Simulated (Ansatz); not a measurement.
Consider AlRu in the CsCl type structure (space group Pm-3m, No. 221; relaxed with 0.1 eV smearing).

```yaml
crystal:
  lattice:
    - [2.98315, 0.00000, 0.00000]
    - [0.00000, 2.98315, 0.00000]
    - [0.00000, 0.00000, 2.98315]
  atoms:
    - { symbol: Al, position: [0.50000, 0.50000, 0.50000] }
    - { symbol: Ru, position: [0.00000, 0.00000, 0.00000] }
```

Cartesian axes are those of the cell as printed.

The values are results of r2SCAN in Ansatz (plane waves to 500 eV, PAW, no SOC), not measurements.

It is then changed as follows: the cell is scaled by 0.9850 in all directions; the atoms relax in the strained cell.

Q: Predict the stress tensor and what it implies for the stiffness.

A: Stress of the strained cell less that of the base (GPa, compression positive):
```
   11.0     0.0     0.0
    0.0    11.0     0.0
    0.0     0.0    11.0
```

Then B = −ΔP/(ΔV/V₀) with ΔV/V₀ = -0.0443 gives secant stiffness values (nonlinear terms included at this strain): B ≈ 248 GPa.

As a check, the harmonic strain energy −½ V₀ Δσ:ε is 21 meV/atom; the computed energy rise is 19 meV/atom.

Whether these cells are dynamically stable was not tested. All final runs are without spin polarisation.

Ansatz is a program for electronic structure.
